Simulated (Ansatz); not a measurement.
For MgTe (model structure, started from the litharge type, P4/nmm, No. 129, 4 atoms in the cell), LDA (plane waves, PAW; Ansatz, a first-principles code) gives:

- lattice constant a = 5.531 Å
- c axis length = 4.567 Å
- cohesive energy = 2.93 eV/atom

### Question
What does PBE-D3(BJ) (Ansatz, PAW) give for the same quantities?

### Answer

- lattice constant a: 5.535 Å (rises by 0.1 %)
- lattice parameter c: 4.209 Å (drops by 7.8 %)
- cohesive energy: 2.67 eV/atom (drops by 0.26 eV/atom)

Changes are worked out from the printed values.

Unless a cell is named, each level is at its own relaxed cell (LDA 34.93, PBE-D3(BJ) 32.24 Å³/atom).

Levels without +SOC leave out spin–orbit coupling, which shifts energies and cells of such heavy elements.

Ansatz's density-functional and Hartree–Fock values are scalar-relativistic unless marked +SOC, with PAW data made under PBE.

A model structure was made by putting elements into a prototype or built by hand; it is no filed structure, need not be a known phase, and can be a saddle point held by its symmetry.
